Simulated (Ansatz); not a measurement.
# Pressure series in hypothetical diamond Zn

The reference is Zn in the diamond structure (space group Fd-3m, No. 227; a hypothetical phase, not in the database extracts checked).

```cif
data_Zn8
_chemical_formula_sum 'Zn8'
_space_group_name_H-M_alt 'Fd-3m :1'
_space_group_IT_number 227
_space_group_name_Hall 'F 4d 2 3 -1d'
_cell_length_a 5.65542
_cell_length_b 5.65542
_cell_length_c 5.65542
_cell_angle_alpha 90.000
_cell_angle_beta 90.000
_cell_angle_gamma 90.000
loop_
_atom_site_label
_atom_site_type_symbol
_atom_site_symmetry_multiplicity
_atom_site_Wyckoff_symbol
_atom_site_fract_x
_atom_site_fract_y
_atom_site_fract_z
_atom_site_occupancy
Zn1 Zn 8 b 0.50000 0.50000 0.50000 1
```
(The calculation used a cell of 2 atoms; values per cell refer to that cell.)

Cell and atoms are relaxed at each pressure.

Calculations: Kohn–Sham DFT with the PBEsol functional, run in Ansatz (a first-principles code) with PAW and 420 eV plane waves, spin-orbit coupling left out.

```json
[
 {"P (GPa)": "-2.00", "V (Å³/atom)": "24.227"},
 {"P (GPa)": "-1.00", "V (Å³/atom)": "23.320"},
 {"P (GPa)": "0.30", "V (Å³/atom)": "22.421"},
 {"P (GPa)": "0.71", "V (Å³/atom)": "22.185"},
 {"P (GPa)": "1.52", "V (Å³/atom)": "21.752"},
 {"P (GPa)": "3.00", "V (Å³/atom)": "21.077"},
 {"P (GPa)": "5.00", "V (Å³/atom)": "20.325"},
 {"P (GPa)": "7.50", "V (Å³/atom)": "19.564"},
 {"P (GPa)": "10.00", "V (Å³/atom)": "18.934"}
]
```

Fit a third-order Birch–Murnaghan equation of state.

Least squares on P(V) = (3B₀/2)[(V₀/V)^(7/3) − (V₀/V)^(5/3)]·[1 + (3/4)(B₀′ − 4)((V₀/V)^(2/3) − 1)] gives V₀ = 22.62 Å³/atom, B₀ = 35 GPa and B₀′ = 5.3.

Load acts through the strain it causes; cell and atoms are relaxed under it. Whether these cells are dynamically stable was not tested. Competing high-pressure phases were not computed.
